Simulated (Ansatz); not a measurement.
As (Pm-3m, No. 221, 1 atom in the cell; start mp-10; another form than the element's usual one) was calculated with r²SCAN in Ansatz (PAW).

Numerical settings: plane-wave cutoff 560 eV, 20×20×20 k mesh, Fermi–Dirac smearing 0.05 eV, scalar-relativistic PAW data made under PBE.

Cell (relaxed at this level):

```cif
data_As
_chemical_formula_sum 'As1'
_space_group_name_H-M_alt 'P 1'
_space_group_IT_number 1
_cell_length_a 2.70549
_cell_length_b 2.70549
_cell_length_c 2.70549
_cell_angle_alpha 90.000
_cell_angle_beta 90.000
_cell_angle_gamma 90.000
loop_
_space_group_symop_operation_xyz
  'x, y, z'
loop_
_atom_site_label
_atom_site_type_symbol
_atom_site_fract_x
_atom_site_fract_y
_atom_site_fract_z
_atom_site_occupancy
As1 As 0.50000 0.50000 0.50000 1
```

Problem. Estimate the bulk modulus that the calculation returns.

Solution. 
- bulk modulus = 84.4 GPa

The run finds no gap.

Note: the bulk modulus is −V dP/dV from two relaxed cells at ±2 % in volume; the relaxation could not lower the start's symmetry, so the cell can be a saddle point above a distorted one.

The computed numbers hold no vibrational or temperature effects.

It cost roughly 28 core-seconds of CPU time.

A start named mp-… is a Materials Project structure, which need not be a measured phase.

Ansatz is a first-principles code.
